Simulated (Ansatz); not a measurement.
A calculation on GeSb2Te4 (R3m, No. 160, 7 atoms in the cell; start mp-1224350) returned lattice constant a 4.208 Å, lattice parameter c 39.948 Å, cohesive energy 3.67 eV/atom, band gap 0.17 eV.

Task: Which level of theory produced these numbers?
(A) PBE-D3(BJ) (Ansatz, a quantum-chemistry and plane-wave program)
(B) r²SCAN (Ansatz)
(C) LDA (Ansatz)
(D) PBE (Ansatz)

Result: C, LDA (Ansatz)

The others give: r²SCAN 4.262 Å, 43.083 Å, 2.67 eV/atom, 0.36 eV; PBE 4.298 Å, 42.383 Å, 2.79 eV/atom, 0.33 eV; PBE-D3(BJ) 4.256 Å, 40.896 Å, 3.22 eV/atom, 0.25 eV.

Unless a cell is named, each level is at its own relaxed cell (LDA 29.18, PBE 32.29, PBE-D3(BJ) 30.55, r²SCAN 32.27 Å³/atom).

Spin–orbit coupling is included only where a level's name says +SOC; with heavier elements it mostly lowers gaps and can invert bands. Density-functional gaps are differences of (generalised) Kohn–Sham levels.

Caveats: a distance lies near a switch of the dispersion term, which can move the cell (PBE-D3(BJ)); the relaxation could not lower the start's symmetry, so the cell can be a saddle point above a distorted one (r²SCAN, PBE, PBE-D3(BJ), LDA). Ansatz's density-functional and Hartree–Fock values are scalar-relativistic unless marked +SOC, with PAW data made under PBE.

A start named mp-… is a Materials Project structure, which need not be a measured phase.
